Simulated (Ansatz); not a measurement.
System: V2O5 (Pmmn, No. 59, 14 atoms in the cell). Method: LDA (Ansatz, a first-principles code, PAW).

Settings: plane-wave cutoff 520 eV, 10×4×8 k mesh (along the axes of the cell as run), Fermi–Dirac smearing 0.01 eV, no spin polarisation, scalar-relativistic PAW data made under PBE.

Cell (relaxed with PBEsol):

V₂O₅ is modelled in the orthorhombic space group Pmmn, origin choice 1 (No. 59), Pearson symbol oP14. Lattice parameters: a = 3.538 Å, b = 11.511 Å, c = 4.368 Å, α = β = γ = 90.00°. V on 4e is coordinated by 5 O at 1.578–2.023 Å. O1 on 2a has 2 V at 1.772 Å (bent). O2 on 4e is coordinated by 1 V at 1.578 Å. O3 on 4e is coordinated by 2 V at 1.868 Å and 1 V at 2.023 Å. (Neighbours: up to the widest gap in distance over summed covalent radii, below 1.35, at either atom; cation-cation and far metal-metal contacts left out.)

Question: Predict the band gap, smallest direct gap on the k points sampled and direct gap at Γ.

Answer: 
band gap: 1.76 eV (indirect)
smallest direct gap on the k points sampled: 2.02 eV
direct gap at Γ: 2.38 eV

Note: cell and atoms aren't relaxed at this level (largest force component 0.33 eV/Å, pressure -4.9 GPa).

The computed numbers hold no vibrational or temperature effects.
